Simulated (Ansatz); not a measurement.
Band structure of GeRh (Pnma, 8 atoms in the cell).

```
GeRh
1.0
    5.68631     0.00000     0.00000
    0.00000     3.30181     0.00000
    0.00000     0.00000     6.47300
Ge Rh
4 4
Cartesian
  4.59602   2.47636   2.82501
  1.09029   0.82545   3.64799
  3.93345   0.82545   6.06151
  1.75286   2.47636   0.41149
  5.66038   2.47636   5.15652
  0.02593   0.82545   1.31648
  2.86909   0.82545   1.92002
  2.81723   2.47636   4.55298
```

Level of theory: PBEsol, PAW files made with PBE (plane waves; Ansatz, a quantum-chemistry and plane-wave program).

Settings: kpoints.mp_grid.grid = 3 6 3; hamiltonian.xc = pbesol; hamiltonian.pseudopotentials = {kind: paw} (the program's default PAW files); scf.occupations.method = gaussian; scf.occupations.width = 0.1 eV; kpoints.band_path.npoints = 8.

The starting cell comes from a database of computed structures (which also holds hypothetical and non-ambient phases and stackings), without a prior relaxation at this level. Its lattice was rescaled by a random factor within 2.5 % of one. Spin polarisation is off.

Levels in eV from the Fermi level, bands 59 to 66:
| point | 59 | 60 | 61 | 62 | 63 | 64 | 65 | 66 |
|---|---|---|---|---|---|---|---|---|
| Γ | -1.16 | -0.96 | -0.86 | -0.29 | 0.55 | 1.48 | 2.25 | 2.55 |
| X | -0.57 | -0.57 | -0.20 | -0.20 | 0.15 | 0.15 | 1.05 | 1.05 |
| S | -0.43 | -0.43 | -0.04 | -0.04 | -0.04 | -0.04 | 1.95 | 1.95 |
| Y | -1.05 | -1.05 | -1.00 | -1.00 | 1.80 | 1.80 | 3.88 | 3.88 |
| Z | -0.95 | -0.95 | -0.91 | -0.91 | 1.21 | 1.21 | 3.41 | 3.41 |
| U | -0.96 | -0.96 | -0.37 | -0.37 | -0.04 | -0.04 | 1.61 | 1.61 |
| R | -1.21 | -1.21 | -0.14 | -0.14 | -0.14 | -0.14 | 3.51 | 3.51 |
| T | -1.22 | -1.22 | -0.28 | -0.28 | 1.92 | 1.92 | 3.38 | 3.38 |

Bands cross the Fermi level along this path, so the cell is metallic at this level.

Keys are those of Ansatz 0.2.
